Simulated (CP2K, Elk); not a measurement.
An Elk input for a self-consistent single point of LiBr (Fm-3m, 2 atoms in the cell) (DFT, LDA (PW92), all-electron FP-LAPW, Elk's shipped species files, default APW+lo basis):

```
tasks
  0

swidth
  0.00183747

maxscl
  100

scale
  7.349309865

avec
    0.0000000000    0.7071067812    0.7071067812
    0.7071067812    0.0000000000    0.7071067812
    0.7071067812    0.7071067812    0.0000000000

atoms
  2
  'Li.in'
  1
  0.0000000000  0.0000000000  0.0000000000    0.0 0.0 0.0
  'Br.in'
  1
  0.5000000000  0.5000000000  0.5000000000    0.0 0.0 0.0

ngridk
  10 10 10
```

Task: Translate this input to CP2K.

Result: One input that does it (others would too):

```
&GLOBAL
  PROJECT libr
  RUN_TYPE ENERGY_FORCE
  PRINT_LEVEL MEDIUM
&END GLOBAL
&FORCE_EVAL
  METHOD Quickstep
  STRESS_TENSOR ANALYTICAL
  &DFT
    BASIS_SET_FILE_NAME BASIS_MOLOPT_UZH
    POTENTIAL_FILE_NAME POTENTIAL_UZH
    &QS
      METHOD GPW
      EPS_DEFAULT 1E-10
    &END QS
    &MGRID
      CUTOFF 400
      REL_CUTOFF 40
      NGRIDS 5
    &END MGRID
    &SCF
      SCF_GUESS ATOMIC
      EPS_SCF 1E-7
      MAX_SCF 100
      ADDED_MOS 4
      &DIAGONALIZATION
        ALGORITHM STANDARD
      &END DIAGONALIZATION
      &MIXING
        METHOD BROYDEN_MIXING
        ALPHA 0.4
        NBUFFER 8
      &END MIXING
      &SMEAR ON
        METHOD FERMI_DIRAC
        ELECTRONIC_TEMPERATURE [K] 580.23
      &END SMEAR
    &END SCF
    &KPOINTS
      SCHEME MONKHORST-PACK 10 10 10
      GAMMA_CENTERED T
    &END KPOINTS
    &XC
      &XC_FUNCTIONAL PADE
      &END XC_FUNCTIONAL
    &END XC
    &PRINT
      &MO
        EIGENVALUES T
        OCCUPATION_NUMBERS T
        NDIGITS 8
        FILENAME mo
        &EACH
          QS_SCF 0
        &END EACH
        ADD_LAST NUMERIC
      &END MO
      &MULLIKEN ON
      &END MULLIKEN
    &END PRINT
  &END DFT
  &SUBSYS
    &CELL
      A 3.88908700 0.00000000 0.00000000
      B 1.94454400 3.36804800 0.00000000
      C 1.94454400 1.12268300 3.17542600
      PERIODIC XYZ
    &END CELL
    &COORD
      SCALED
      Li       0.00000000     0.00000000     0.00000000
      Br       0.50000000     0.50000000     0.50000000
    &END COORD
    &KIND Li
      BASIS_SET DZVP-MOLOPT-PBE-GTH-q3
      POTENTIAL GTH-PBE-q3
    &END KIND
    &KIND Br
      BASIS_SET DZVP-MOLOPT-PBE-GTH-q7
      POTENTIAL GTH-PBE-q7
    &END KIND
  &END SUBSYS
  &PRINT
    &FORCES ON
    &END FORCES
    &STRESS_TENSOR ON
    &END STRESS_TENSOR
  &END PRINT
&END FORCE_EVAL
```

Basis settings and potentials, where a program has them, do not carry over. This input uses DFT LDA (Pade form), GPW, DZVP-MOLOPT-PBE-GTH basis, GTH-PBE potentials (POTENTIAL_UZH). LDA parametrisations can differ slightly between programs. Both were run: gap on the mesh 4.656 eV in Elk and 4.508 in CP2K.

On CP2K: the starting cell has typed, rounded lattice constants, without a prior relaxation at this level. Values carry the incompleteness of an atom-centred basis. The potentials were made for another functional than the one used.

On Elk: the starting cell has typed, rounded lattice constants, without a prior relaxation at this level. Values depend on the basis (sphere radii, cutoffs, local orbitals), which need not be converged.
